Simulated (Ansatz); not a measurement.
A computed series for Al2Au: response to strain

Consider Al2Au (space group Fm-3m, No. 225; relaxed with 0.1 eV smearing).

```yaml
crystal:
  lattice:
    - [0.00000, 3.00158, 3.00158]
    - [3.00158, 0.00000, 3.00158]
    - [3.00158, 3.00158, 0.00000]
  atoms:
    - { symbol: Al, position: [0.25000, 0.25000, 0.25000] }
    - { symbol: Al, position: [0.75000, 0.75000, 0.75000] }
    - { symbol: Au, position: [0.00000, 0.00000, 0.00000] }
```

Cartesian axes are those of the cell as printed.

Strains are applied to the cell and any free atomic positions relax; under biaxial strain the out-of-plane vector relaxes too; under stress the whole cell relaxes.

Method: Ansatz (a quantum-chemistry and plane-wave program) PBEsol, spin-orbit coupling left out.

Notes on the quantities. energy relative to the base: free energy F; pressure: mean of the normal stresses, compression positive.

| case | energy relative to the base | pressure | volume per atom |
|---|---|---|---|
| base | 0 meV/atom | 0.0 GPa | 18.03 Å³ |
| biaxial strain +3.40 %, plane normal [110], relaxed out of plane | +20 meV/atom | -3.1 GPa | 18.54 Å³ |
| isotropic strain +4.98 % | +120 meV/atom | -11.7 GPa | 20.86 Å³ |
| uniaxial strain ε_xx = −0.40 % | +0.1 meV/atom | 0.5 GPa | 17.96 Å³ |
| uniaxial strain ε_zz = −2.56 % | +6.0 meV/atom | 3.2 GPa | 17.57 Å³ |
| uniaxial strain ε_zz = +1.66 % | +2.3 meV/atom | -1.8 GPa | 18.33 Å³ |
| uniaxial stress, 2 GPa tension along z | +3.1 meV/atom | – | 18.14 Å³ |

A biaxial case was relaxed in a doubled cell and then solved in the primitive one. Stability under load was not tested beyond the relaxation.
